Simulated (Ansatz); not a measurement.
Hypothetical diamond Ag: pressure series

Base system: Ag in the diamond structure (space group Fd-3m, No. 227; a = 6.218 Å; a hypothetical phase, not in the database extracts checked).

Cell and atoms are relaxed at each pressure.

Levels (all Ansatz, a program for electronic structure, PAW): PBE (420 eV, scalar-relativistic without spin-orbit coupling); PBEsol (420 eV, no SOC).

The base cell above is that of PBE; each level relaxes its own structures.

| case | shortest interatomic distance, PBE | shortest interatomic distance, PBEsol |
|---|---|---|
| pressure −2 GPa | 2.770 Å | … |
| pressure −1 GPa | 2.726 Å | 2.637 Å |
| pressure 0.3 GPa | 2.684 Å | … |
| pressure 0.7 GPa | 2.673 Å | 2.601 Å |
| pressure 1.5 GPa | 2.653 Å | … |
| pressure 3 GPa | 2.622 Å | 2.562 Å |
| pressure 5 GPa | 2.588 Å | 2.535 Å |
| pressure 7.5 GPa | 2.554 Å | 2.507 Å |
| pressure 10 GPa | 2.525 Å | … |

Some entries are withheld; estimate them.


- pressure −2 GPa, shortest interatomic distance, PBEsol: 2.664 Å
- pressure 0.3 GPa, shortest interatomic distance, PBEsol: 2.609 Å
- pressure 1.5 GPa, shortest interatomic distance, PBEsol: 2.586 Å
- pressure 10 GPa, shortest interatomic distance, PBEsol: 2.483 Å

PBE lies above PBEsol in every row, by 0.042 Å to 0.106 Å. They put the cases in the same order.

Load acts through the strain it causes; cell and atoms are relaxed under it. Stability against distortions was not tested. Competing high-pressure phases were not computed.
